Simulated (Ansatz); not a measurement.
In a (5,5) arsenic nanotube, the lowest empty band has its minimum at Γ and lies 0.068 eV higher 0.0540 Å⁻¹ away along the axis.

All values below come from PBE (plane waves to 420 eV, PAW; Ansatz, a program for electronic structure). Mesh 1×1×10. No spin polarisation. It repeats along c; a and b span vacuum. A hypothetical model, rolled from the flat sheet. Only distortions within the start's symmetry and period were free. Values not marked SOC lack spin–orbit coupling.

Task: Estimate the electron mass along the axis.

Result: For a parabola ΔE = ħ²Δk²/2m, and ħ²/2mₑ = 3.810 eV Å². So m/mₑ = 3.810 × 0.0540²/0.068 = 0.16. The curvature over a step a third as long gives 0.16; the band is close to a parabola here.
